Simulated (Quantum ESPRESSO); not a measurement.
Quantum ESPRESSO is run on Te (P3_121, 3 atoms in the cell), and the run fails. The aim is a zone-centre phonon calculation with DFT, PBE, plane waves, SSSP 1.1.2 efficiency (PBE) pseudopotentials.

The self-consistent step had converged with these keywords: prefix = te; ecutwfc = 40 Ry; ecutrho = 320 Ry; occupations = smearing; smearing = cold; degauss = 0.0073499 Ry; potentials = {Te: Te_pbe_v1.uspp.F.UPF}; K_POINTS = automatic 7 7 5 0 0 0; conv_thr = 1e-10 Ry; mixing_beta = 0.5. The next shown step is ph.x.

Input:

```fortran
phonons at the zone centre
&inputph
    prefix = 'te',
    outdir = './tmp',
    tr2_ph = 1.0d-14,
    fildyn = 'dyn.G',
    niter_ph = 3,
/
0.0 0.0 0.0
```

Output, abridged:

```
     Representation #   1 mode #   1

     Self-consistent Calculation

      iter #   1   av.it.:   5.4
      thresh= 1.000E-02 alpha_mix =  0.700 |ddv_scf|^2 =  1.443E-07

      iter #   2   av.it.:  11.5
      thresh= 3.799E-05 alpha_mix =  0.700 |ddv_scf|^2 =  1.896E-08

      iter #   3   av.it.:  11.4
      thresh= 1.377E-05 alpha_mix =  0.700 |ddv_scf|^2 =  4.792E-10
     End of self-consistent calculation

     No convergence has been achieved
   JOB DONE.
STOP 1
```

Question: Diagnose the run.

Answer: The fault is an iteration limit that is too low. The loop is cut before its threshold is met, so whatever is printed at the end is not self-consistent. To fix it, raise the limit, or leave it to the default. The run ended unconverged in one of its stages.

On the sound input: the starting cell comes from a database of computed structures (which also holds hypothetical and non-ambient phases and stackings), without a prior relaxation at this level. Its lattice was rescaled by a random factor within 2.5 % of one.
